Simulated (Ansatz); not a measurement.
## La3SiGa5O14 (P3, No. 143, 23 atoms in the cell; start mp-1223148)

Method: PBEsol (Ansatz, an electronic-structure program, plane waves, PAW).

Settings: plane-wave cutoff 520 eV, 6×6×8 k mesh (along the axes of the cell as run), Fermi–Dirac smearing 0.01 eV, scalar-relativistic PAW data made under PBE.

Cell (relaxed with PBEsol):

Space group P3 (No. 143); a = b = 8.1214 Å, c = 5.0796 Å, α = β = 90.00°, γ = 120.00°

| atom | site | symmetry | x | y | z |
|---|---|---|---|---|---|
| La | 3d | 1 | 0.0882 | 0.3358 | 0.9725 |
| Ga | 3d | 1 | 0.6636 | 0.1017 | 0.4795 |
| Ga | 1c | 3.. | 0.6667 | 0.3333 | 0.0015 |
| Ga | 1b | 3.. | 0.3333 | 0.6667 | 0.4644 |
| Si | 1a | 3.. | 0.0000 | 0.0000 | 0.5306 |
| O | 1a | 3.. | 0.0000 | 0.0000 | 0.2108 |
| O | 1b | 3.. | 0.3333 | 0.6667 | 0.8229 |
| O | 3d | 1 | 0.3164 | 0.4522 | 0.3151 |
| O | 3d | 1 | 0.2036 | 0.1510 | 0.6720 |
| O | 3d | 1 | 0.5470 | 0.1010 | 0.7883 |
| O | 3d | 1 | 0.4588 | 0.1653 | 0.2626 |

For La3SiGa5O14 (P3, No. 143, 23 atoms in the cell; start mp-1223148), the band gap is 3.80 eV.

Spin–orbit coupling is not included.

Computed values are for the static lattice.

A start named mp-… is a Materials Project structure, which need not be a measured phase.
